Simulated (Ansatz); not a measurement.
# ZnS, pressure series

Start from ZnS in the zinc blende structure (space group F-43m, No. 216).

```cif
data_S4Zn4
_chemical_formula_sum 'Zn4 S4'
_space_group_name_H-M_alt 'F-43m'
_space_group_IT_number 216
_space_group_name_Hall 'F -4 2 3'
_cell_length_a 5.38910
_cell_length_b 5.38910
_cell_length_c 5.38910
_cell_angle_alpha 90.000
_cell_angle_beta 90.000
_cell_angle_gamma 90.000
loop_
_atom_site_label
_atom_site_type_symbol
_atom_site_symmetry_multiplicity
_atom_site_Wyckoff_symbol
_atom_site_fract_x
_atom_site_fract_y
_atom_site_fract_z
_atom_site_occupancy
Zn1 Zn 4 a 0.00000 0.00000 0.00000 1
S1 S 4 d 0.75000 0.75000 0.75000 1
```
(The calculation used a cell of 2 atoms; values per cell refer to that cell.)

Cell and atoms are relaxed at each pressure.

Computed with DFT with r2SCAN, PAW potentials and a 500 eV plane-wave cutoff in Ansatz (a first-principles code), scalar-relativistic without spin-orbit coupling.

Candidates:
(a) pressure 0.9 GPa
(b) pressure 2.1 GPa
(c) pressure 4.5 GPa
(d) pressure 9 GPa

Base values:

```
Item       Result
--------  -------
Band gap  2.70 eV
```

Q: Order them by band gap, lowest first.

A: (a) pressure 0.9 GPa (2.76 eV), (b) pressure 2.1 GPa (2.82 eV), (c) pressure 4.5 GPa (2.94 eV), (d) pressure 9 GPa (3.14 eV)

Load acts through the strain it causes; cell and atoms are relaxed under it. Whether these cells are dynamically stable was not tested. Tetrahedral semiconductors of this kind turn to denser phases somewhere between about 1 and 50 GPa; those were not computed, so compressed cells here can lie past the real transition.
